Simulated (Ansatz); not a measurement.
Ta2O5 (Cmmm, No. 65, 7 atoms in the cell; start mp-1238961), treated with r²SCAN+rVV10 (Ansatz, an electronic-structure program, plane waves, PAW).

Run with plane-wave cutoff 560 eV, 10×10×6 k mesh (along the axes of the cell as run), Fermi–Dirac smearing 0.01 eV, scalar-relativistic PAW data made under PBE.

Cell (relaxed at this level):

```
CELL_PARAMETERS angstrom
      3.83115     0.00000    -0.02976
      0.00000     3.85321     0.00000
     -1.86465     0.00000     6.51974
ATOMIC_POSITIONS crystal
  Ta 0.64581 0.00000 0.79162
  Ta 0.35419 0.00000 0.20838
  O  0.64987 0.50000 0.79967
  O  0.35013 0.50000 0.20033
  O  0.18510 0.00000 0.87021
  O  0.81490 0.00000 0.12979
  O  0.50000 0.00000 0.50000
```

**Question.** What does this level give for the band gap?

**Answer.** 
- band gap: 2.69 eV (on the SCF k mesh)

Note: the relaxation could not lower the start's symmetry, so the cell can be a saddle point above a distorted one.

Spin–orbit coupling is not included.

The computed numbers hold no vibrational or temperature effects.

Cost on a shared machine: around 7 core-minutes (rough).

A start named mp-… is a Materials Project structure, which need not be a measured phase.
